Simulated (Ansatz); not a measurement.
Abridged Ansatz (a first-principles code) output:

```
Relaxation: its limit of steps is 50 (relax.max_steps)
Pseudopotential: Ti, paw, valence charge 12
Pseudopotential: Al, paw, valence charge 3
Crystal: 2 atoms, lattice volume = 31.972 Å³
Basis set: ecut = 500 eV, 807 PW (Γ), exchange–correlation on 96×96×120 points (64 copies of the dense FFT grid, shifted against one another)
Bands: 12, of which v1, the nominal top of the filled ones, is band 8 counted from 1 (7 counted from 0)
Symmetry: 16 space group operations
k-points: 528 of 5600
Functional: x = r2scan, c = r2scan; τ floored in thin density (d = 2e-4 eV/Å³)
SCF iter   1: F=—  HF=-3045.679745 eV  |F-HF|=—  |Δ(HF+E_count)|=         —  Δρ=1.14e-2  dr2=3.61e-2  dr2_τ=1.89e-2  ethr=1.77e-3  ⟨swp⟩=4.9  Hψ=32187  notcnv=0
SCF iter   2: F=—  HF=-3045.710720 eV  |F-HF|=—  |Δ(HF+E_count)|=   3.10e-2  Δρ=3.88e-3  dr2=3.21e-3  dr2_τ=5.77e-4  ethr=2.41e-4  ⟨swp⟩=2.4  Hψ=15976  notcnv=0
SCF 1 converged in 8 iterations: F = -3045.711394 eV  dr2 = 6.74e-11
relax step   1: F+E_penalty+E_count = -3045.71139418 eV  Δ(F+E_penalty+E_count) = +0.000e0 eV  max|allowed force component| = 2.712e-31 eV/Å  Δτ_max = 0.0000 Å  (8 SCF iters, accepted)
Crystal: 2 atoms, lattice volume = 31.972 Å³
SCF iter   1: F=—  HF=-3045.711394 eV  |F-HF|=—  |Δ(HF+E_count)|=         —  Δρ=5.79e-7  dr2=6.74e-11  dr2_τ=4.92e-12  ethr=1.00e-12  ⟨swp⟩=1.4  Hψ=34675  notcnv=0
SCF iter   2: F=-3045.711394 eV  HF=-3045.711394 eV  |F-HF|=8.64e-12  |Δ(HF+E_count)|=  2.36e-11  Δρ=3.06e-7  dr2=1.69e-11  dr2_τ=1.21e-12  ethr=1.00e-12  ⟨swp⟩=3.0  Hψ=16536  notcnv=0
SCF 2 converged in 2 iterations: F = -3045.711394 eV  dr2 = 1.69e-11
SCF converged after 2 iterations
Free energy (F): -3045.711394 eV
Internal energy: -3045.659096 eV  (E = F + TS)
E sigma→0 (E₀):  -3045.685245 eV
Entropy (-TS):   -0.052298 eV (-26.149 meV/atom)
Fermi energy:    11.185961 eV
--- Forces (eV/Å), atoms counted from 1 ---
  atom   1  Ti     0.00000000     0.00000000     0.00000000
  atom   2  Al     0.00000000     0.00000000     0.00000000
--- Stress (GPa, compression-positive) ---
        0.446778       0.000000       0.000000
        0.000000       0.446778       0.000000
        0.000000       0.000000       0.933085
  P = ⅓ Tr σ = 0.6089 GPa (6.089 kbar)
--- Relaxed structure (1 steps of the walk, 1 accepted, 0 SCFs on fresh bases) ---
  atoms:
    - { symbol: Ti, position: [0.0, 0.0, 0.0] }
    - { symbol: Al, position: [0.5, 0.5, 0.5] }
```

Question: What was computed, and what are the main results?

Answer: TiAl, 2 atoms in the cell, with DFT with r2SCAN, PAW potentials and a 500 eV plane-wave cutoff in Ansatz, scalar-relativistic without spin-orbit coupling. The last SCF converged to F = -3045.711394 eV, or -1522.8557 eV per atom, at a pressure of 0.61 GPa. The total energy compares only with runs of the same code, potentials and settings.

The cells carry an imposed strain or load. Stability against distortions was not tested. The final runs are not spin-polarised. The cell was made from TiAl (space group P4/mmm, No. 123) by this change: uniaxial strain ε_zz = −0.50 %.

Keys are those of Ansatz 0.2.
